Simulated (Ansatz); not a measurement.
Si3N4 (model structure, started from the spinel Si type, Fd-3m, No. 227, 14 atoms in the cell) was calculated with PBEsol in Ansatz (plane waves, PAW).

Input file:

Ansatz 0.2 input:
```yaml
crystal:
  lattice:
    - [0.0, 3.8718487539, 3.8718487539]
    - [3.8718487539, 0.0, 3.8718487539]
    - [3.8718487539, 3.8718487539, 0.0]
  atoms:
    - { symbol: Si, position: [0.625, 0.625, 0.625] }
    - { symbol: Si, position: [0.125, 0.625, 0.625] }
    - { symbol: Si, position: [0.625, 0.125, 0.625] }
    - { symbol: Si, position: [0.625, 0.625, 0.125] }
    - { symbol: Si, position: [0.25, 0.25, 0.25] }
    - { symbol: Si, position: [0.0, 0.0, 0.0] }
    - { symbol: N, position: [0.8675501503, 0.8675501503, 0.8675501503] }
    - { symbol: N, position: [0.397349549, 0.8675501503, 0.8675501503] }
    - { symbol: N, position: [0.8675501503, 0.397349549, 0.8675501503] }
    - { symbol: N, position: [0.8675501503, 0.8675501503, 0.397349549] }
    - { symbol: N, position: [0.3824498497, 0.3824498497, 0.3824498497] }
    - { symbol: N, position: [0.852650451, 0.3824498497, 0.3824498497] }
    - { symbol: N, position: [0.3824498497, 0.852650451, 0.3824498497] }
    - { symbol: N, position: [0.3824498497, 0.3824498497, 0.852650451] }
basis:
  ecutwfc: 520
  ecutrho_ratio: 4
  xc_grid: 2
kpoints:
  mp_grid: { grid: [8, 8, 8] }
  band_path:
    path:
      - [0.0, 0.0, 0.0]
      - [0.0625, 0.0, 0.0625]
      - [0.125, 0.0, 0.125]
      - [0.1875, 0.0, 0.1875]
      - [0.25, 0.0, 0.25]
      - [0.3125, 0.0, 0.3125]
      - [0.375, 0.0, 0.375]
      - [0.4375, 0.0, 0.4375]
      - [0.5, 0.0, 0.5]
      - [0.5625, 0.125, 0.5625]
      - [0.625, 0.25, 0.625]
      - [0.375, 0.375, 0.75]
      - [0.328125, 0.328125, 0.65625]
      - [0.28125, 0.28125, 0.5625]
      - [0.234375, 0.234375, 0.46875]
      - [0.1875, 0.1875, 0.375]
      - [0.140625, 0.140625, 0.28125]
      - [0.09375, 0.09375, 0.1875]
      - [0.046875, 0.046875, 0.09375]
      - [0.083333, 0.083333, 0.083333]
      - [0.166667, 0.166667, 0.166667]
      - [0.25, 0.25, 0.25]
      - [0.333333, 0.333333, 0.333333]
      - [0.416667, 0.416667, 0.416667]
      - [0.5, 0.5, 0.5]
      - [0.5, 0.45, 0.55]
      - [0.5, 0.4, 0.6]
      - [0.5, 0.35, 0.65]
      - [0.5, 0.3, 0.7]
      - [0.5, 0.25, 0.75]
      - [0.5, 0.166667, 0.666667]
      - [0.5, 0.083333, 0.583333]
    npoints: 1
hamiltonian:
  xc: pbesol
  dispersion: none
  pseudopotentials: { kind: paw }
scf:
  occupations: { method: fermi_dirac, width: 0.01 }
  convergence: { dr2_threshold: 0.0000000014 }
output:
  forces: true
  stress: true
  eigenvalues: true
  write_bands: true
```

Excerpt of the program's output:

```
Crystal: 14 atoms, lattice volume = 116.087 Å³
Basis set: ecut = 520 eV, 3119 PW (Γ), exchange–correlation on 90×90×90 points (8 copies of the dense FFT grid, shifted against one another)
Bands: 46, of which v1, the nominal top of the filled ones, is band 32 counted from 1 (31 counted from 0)
Symmetry: 48 space group operations
Space group: Fd-3m (ITA 227), of the structure as read, at distance tolerance 4.9e-5 Å
k-points: 29 of 512
Functional: x = pbesol(κ = 0.804, μ = 0.12345679012345678), c = pbesol(β = 0.046)
SCF iter   1: F=—  HF=-6772.820574 eV  |F-HF|=—  |Δ(HF+E_count)|=         —  Δρ=1.35e-2  dr2=2.03e-1
SCF iter   2: F=—  HF=-6772.754490 eV  |F-HF|=—  |Δ(HF+E_count)|=   6.61e-2  Δρ=2.98e-3  dr2=8.88e-3
  ...
SCF iter   6: F=—  HF=-6772.752642 eV  |F-HF|=—  |Δ(HF+E_count)|=   7.40e-5  Δρ=2.59e-6  dr2=5.00e-9
SCF iter   7: F=-6772.752642 eV  HF=-6772.752642 eV  |F-HF|=7.46e-11  |Δ(HF+E_count)|=   2.72e-9  Δρ=4.23e-7  dr2=1.73e-10
SCF 1 converged in 7 iterations: F = -6772.752642 eV  dr2 = 1.73e-10
SCF converged after 7 iterations
Free energy (F): -6772.752642 eV
Internal energy: -6772.752642 eV  (E = F + TS)
E sigma→0 (E₀):  -6772.752642 eV
Fermi energy:    12.807865 eV
--- Forces (eV/Å), atoms counted from 1 ---
  atom   1  Si     0.00000000     0.00000000    -0.00000000
  atom   2  Si     0.00000000     0.00000000     0.00000000
  atom   3  Si    -0.00000000     0.00000000    -0.00000000
  atom   4  Si     0.00000000    -0.00000000    -0.00000000
  atom   5  Si     0.00000000    -0.00000000     0.00000000
  atom   6  Si     0.00000000    -0.00000000     0.00000000
  atom   7  N     -0.00096761    -0.00096761    -0.00096761
  atom   8  N     -0.00096761     0.00096761     0.00096761
  atom   9  N      0.00096761    -0.00096761     0.00096761
  atom  10  N      0.00096761     0.00096761    -0.00096761
  atom  11  N      0.00096761     0.00096761     0.00096761
  atom  12  N      0.00096761    -0.00096761    -0.00096761
  atom  13  N     -0.00096761     0.00096761    -0.00096761
  atom  14  N     -0.00096761    -0.00096761     0.00096761
--- Stress (GPa, compression-positive) ---
       -0.003754       0.000000      -0.000000
       -0.000000      -0.003754       0.000000
       -0.000000      -0.000000      -0.003754
  P = ⅓ Tr σ = -0.0038 GPa (-0.038 kbar)
```

The PAW data were made under PBE.

Note: the relaxation could raise the start's symmetry but not lower it, so the cell can be a saddle point.

Computing time: around 19 core-seconds (rough).

A model structure was made by putting elements into a prototype or built by hand; it is no filed structure, need not be a known phase, and can be a saddle point held by its symmetry.

Ansatz is a quantum-chemistry and plane-wave program.
